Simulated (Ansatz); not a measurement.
Band structure of Co3Os (I4/mmm, 4 atoms in the cell).

```
CELL_PARAMETERS angstrom
     -1.82926     1.82926     3.64722
      1.82926    -1.82926     3.64722
      1.82926     1.82926    -3.64722
ATOMIC_POSITIONS crystal
  Co 0.75000 0.25000 0.50000
  Co 0.25000 0.75000 0.50000
  Co 0.50000 0.50000 0.00000
  Os 0.00000 0.00000 0.00000
```
Moments meant for the start (each program seeds them in its own way; μB, in the order of the atoms Co Co Co Os): 3.0 3.0 3.0 0.0.

Computed with PBEsol, PAW files made with PBE (plane waves; Ansatz, a first-principles code).

Settings: basis.ecutwfc = 420 eV; kpoints.mp_grid.grid = 7 7 7; hamiltonian.xc = pbesol; hamiltonian.pseudopotentials = {kind: paw} (the program's default PAW files); magnetization.spin_polarized = true; scf.occupations.method = gaussian; scf.occupations.width = 0.272 eV; kpoints.band_path.npoints = 8.

The starting cell comes from a database of computed structures (which also holds hypothetical and non-ambient phases and stackings), without a prior relaxation at this level. Its lattice was rescaled by a random factor within 2.5 % of one. Spin-orbit coupling is off. The magnetic order is the one reached from the typed start; others were not searched systematically.

Levels in eV from the Fermi level, bands 31 to 38 of the first spin channel:
```csv
point,31,32,33,34,35,36,37,38
Γ,-0.93,-0.31,-0.16,0.12,0.43,0.43,1.35,2.38
X,-1.08,-0.93,-0.31,-0.16,0.06,0.33,0.45,0.56
Y,-1.16,-1.06,-0.88,-0.71,0.35,0.40,0.63,0.73
S,-1.24,-1.18,-0.78,-0.54,-0.49,-0.09,0.81,1.12
Z,-0.73,-0.62,-0.16,0.44,0.72,0.94,0.94,1.26
S1,-1.24,-1.18,-0.78,-0.54,-0.49,-0.09,0.81,1.12
N,-1.28,-1.10,-0.87,-0.66,-0.37,-0.33,0.62,0.98
P,-1.90,-1.83,-0.73,-0.05,-0.05,0.35,0.90,0.90
Y1,-1.16,-1.06,-0.88,-0.71,0.35,0.40,0.63,0.73
```

Bands cross the Fermi level along this path, so the cell is metallic at this level.

The net moment of the cell came out as 2.38 μB.

Keys are those of Ansatz 0.2.
